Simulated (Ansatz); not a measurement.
# Fermi-surface data of Zr (P6_3/mmc)

Given:

```yaml
crystal:
  lattice:
    - [3.14905, 0.00000, 0.00000]
    - [-1.57452, 2.72716, 0.00000]
    - [0.00000, 0.00000, 5.16164]
  atoms:
    - { symbol: Zr, position: [0.33333, 0.66667, 0.25000] }
    - { symbol: Zr, position: [0.66667, 0.33333, 0.75000] }
```

Level of theory: PBEsol, rigid bands (plane waves, PAW, scalar-relativistic; Ansatz, a program for electronic structure). Condition of this run: biaxial stress xx = yy = 2 GPa (compression positive) (the target of the relaxation). How the cell was made: cell and atoms relaxed with PBEsol, then loaded as said.

| Quantity | Result |
|---|---|
| density of states at the Fermi level | 2.10 states/(eV·cell), both spins |
| bare Sommerfeld coefficient | 2.5 mJ/(mol of atoms·K²) |
| Drude plasma energy | 4.0 (x), 4.0 (y), 4.6 (z) eV |
| root-mean-square Fermi velocity | 3.8e5 m/s |
| resistivity times τ | 31 (x), 31 (y), 23 (z) ×10⁻²² Ω·m·s |

A metal at this level (no band gap); rigid bands, thermally averaged at 300 K, both spins. Spin-orbit coupling is left out. τ is one relaxation time for all states.
